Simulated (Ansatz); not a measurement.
BeS (model structure, started from the BN type, Pm-3n, No. 223, 12 atoms in the cell), treated with r²SCAN+rVV10 (plane waves, PAW; Ansatz, a first-principles code).

Run with plane-wave cutoff 560 eV, 6×6×6 k mesh, Fermi–Dirac smearing 0.01 eV, scalar-relativistic PAW data made under PBE.

Cell (relaxed at this level):

```cif
data_Be6S6
_chemical_formula_sum 'Be6 S6'
_space_group_name_H-M_alt 'Pm-3n'
_space_group_IT_number 223
_space_group_name_Hall '-P 4n 2 3'
_cell_length_a 5.98399
_cell_length_b 5.98399
_cell_length_c 5.98399
_cell_angle_alpha 90.000
_cell_angle_beta 90.000
_cell_angle_gamma 90.000
loop_
_atom_site_label
_atom_site_type_symbol
_atom_site_symmetry_multiplicity
_atom_site_Wyckoff_symbol
_atom_site_fract_x
_atom_site_fract_y
_atom_site_fract_z
_atom_site_occupancy
Be1 Be 6 c 0.00000 0.50000 0.25000 1
S1 S 6 d 0.00000 0.25000 0.50000 1
```

### Question
What does this level give for the band gap and Γ–Γ gap?

### Answer

- band gap: 3.50 eV (on the SCF k mesh)
- Γ–Γ gap: 4.21 eV

Note: the relaxation could raise the start's symmetry but not lower it, so the cell can be a saddle point.

Static lattice: no zero-point or thermal effects.

The result took around 2.0 core-minutes (rough).

A model structure was made by putting elements into a prototype or built by hand; it is no filed structure, need not be a known phase, and can be a saddle point held by its symmetry.
